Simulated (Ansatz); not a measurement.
The parent structure is HfO₂ in the fluorite structure (space group Fm-3m, No. 225; a = 5.0010 Å). Axes: x, y, z lie along the cube axes.

All numbers come from LDA (Ansatz, a first-principles code), without spin-orbit coupling.

Before the change:

| Item | Value |
|---|---|
| Pressure | 0.00 GPa |

Now apply this change: biaxial strain −3.00 %, plane normal [001], relaxed out of plane (Cartesian); in-plane vectors clamped, the third vector and the atoms free.

Question: What happens to the pressure?

Answer: The pressure (mean of the normal stresses, compression positive) goes from zero to 15.03 GPa.

Question: What does the calculation give for the energy relative to the base after the change?

Answer: The energy goes up by 42 meV/atom.

Whether these cells are dynamically stable was not tested. This is not the structure that HfO2 has at room temperature and ambient pressure.
